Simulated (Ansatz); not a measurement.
Here is the system:

```
Ru
1.0
    2.67558     0.00000     0.00000
   -1.33779     2.31712     0.00000
    0.00000     0.00000     4.35042
Ru
2
Direct
  0.66667   0.33333   0.75000
  0.33333   0.66667   0.25000
```

No spin polarisation.

Method: LDA in Ansatz (plane waves to 420 eV, PAW, scalar-relativistic without spin-orbit coupling). Settings: 25×25×14 k-points, 0.1 eV Fermi–Dirac smearing.

### Question
Estimate the pressure (mean of the normal stresses, compression positive).

### Answer
-10.1 GPa.

### Question
Predict the space group.

### Answer
P6_3/mmc (No. 194).

### Question
Estimate the band gap.

### Answer
Zero.

The cells carry an imposed strain or load. Stability against distortions was not tested. All final runs are without spin polarisation. The cell was made from Ru in the hcp (Mg type) structure (space group P6_3/mmc, No. 194) by this change: uniaxial strain ε_zz = +3.00 %.

Ansatz is a program for electronic structure.
